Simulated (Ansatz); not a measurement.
## A computed series for Te: pressure series

The parent structure is Te (space group P3_121, No. 152; a = 4.521 Å, c = 5.954 Å; made of chains).

Cell and atoms are relaxed at each pressure.

The values are results of DFT with PBE, PAW potentials and a 420 eV plane-wave cutoff in Ansatz (a first-principles code), no spin-orbit coupling, not measurements.

Computed cases, in order: pressure −1 GPa; 0 GPa (base); pressure 3 GPa; pressure 5 GPa; pressure 7.5 GPa; pressure 10 GPa.

Problem. Between which two neighbouring cases does the band gap open or close?

Solution. Between 0 GPa (base) (0.23 eV) and pressure 3 GPa (zero). The whole series: pressure −1 GPa: 0.50 eV; 0 GPa (base): 0.23 eV; pressure 3 GPa: zero; pressure 5 GPa: zero; pressure 7.5 GPa: zero; pressure 10 GPa: zero.

The mesh was chosen for an insulator and is coarse for the gapless case. Spin-orbit coupling, missing from the scalar runs, can matter with Te. Load acts through the strain it causes; cell and atoms are relaxed under it. No phonon test of stability was made. No other phases were tried under pressure. No dispersion term is included, though the crystal is made of layers, chains or molecules, so its spacings can come out too wide. A zero or small gap of Te can be the functional's error rather than a property of the material.
